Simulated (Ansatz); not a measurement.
LiTaO₃ (R3c), PBEsol, rigid bands run with Ansatz (a first-principles code): N_v = 5.00e20 cm⁻³ at 300 K and a hole conductivity mass of 3.29 mₑ along z (a = (2.57, 1.48, 4.59) Å; b = (-2.57, 1.48, 4.59) Å; c = (0.00, -2.97, 4.59) Å).

For 1e16 holes per cm³ at 300 K, place the Fermi level, estimate the Seebeck coefficient of a parabolic band with constant τ, and give mobility and conductivity for τ = 20 fs.

The level lies k_BT ln(N_v/p) = 0.280 eV above the valence-band maximum. S ≈ +(k_B/e)[ln(N_v/p) + 5/2] = 1148 μV/K, against 1151 μV/K from the full bands (mean over directions). μ = eτ/m = 10.7 cm²/(V·s) and σ = peμ = 0.0171 S/cm. τ is assumed, not computed.

Band transport and this doping are assumed; polarons and phonon drag are left out. Spin-orbit coupling is left out; with 5d elements it also splits d-like band edges.
